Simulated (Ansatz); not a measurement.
The reference is Ta in the diamond structure (space group Fd-3m, No. 227; a = 6.005 Å; a hypothetical phase, not in the database extracts checked; relaxed with 0.1 eV smearing).

Modification: every lattice vector is stretched by 0.14 %; the atoms relax in the strained cell.

Levels (all Ansatz, a program for electronic structure, PAW): PBEsol (420 eV, scalar-relativistic without spin-orbit coupling); PBEsol+SOC (420 eV, with spin-orbit coupling).

The geometry is relaxed with PBEsol.

- PBEsol pressure = -0.3 GPa

What does PBEsol+SOC give at this geometry for the pressure?

The pressure increases by 0.2 GPa, from -0.3 GPa to -0.1 GPa.

Single points use the geometry relaxed with PBEsol. Differences between runs with and without spin-orbit coupling are approximate. Whether these cells are dynamically stable was not tested. The runs without spin-orbit coupling are not spin-polarised. Ta has a high density of states at the Fermi level and may be magnetic at this level.
